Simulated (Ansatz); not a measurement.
Base system: Ca(OH)2 (space group P-3m1, No. 164; a = 3.5612 Å, c = 4.7677 Å; layered).

Level of theory: PBEsol in Ansatz (plane waves to 420 eV, PAW, no spin-orbit coupling).

Base values:

```
Property                              Value
---------------------  --------------------
Valence-band top at Γ  0.00, 0.00, -1.22 eV
Smallest direct gap                 4.19 eV
Density                          2.35 g/cm³
```

Now apply this change: a hydrostatic pressure of 18 GPa.

How does this affect the valence-band top at Γ?

The valence-band top at Γ (three highest levels, from the VBM) becomes 0.00, 0.00, -1.75 eV (base: 0.00, 0.00, -1.22 eV).

Predict the new smallest direct gap.

The smallest direct gap goes up by 1.06 eV, from 4.19 eV to 5.25 eV.

Predict the new density.

The density rises by 0.62 g/cm³ to 2.97 g/cm³.

Load acts through the strain it causes; cell and atoms are relaxed under it. Stability against distortions was not tested. No other phases were tried under pressure. No dispersion term is included in the PBEsol runs.

Ansatz is a first-principles code.
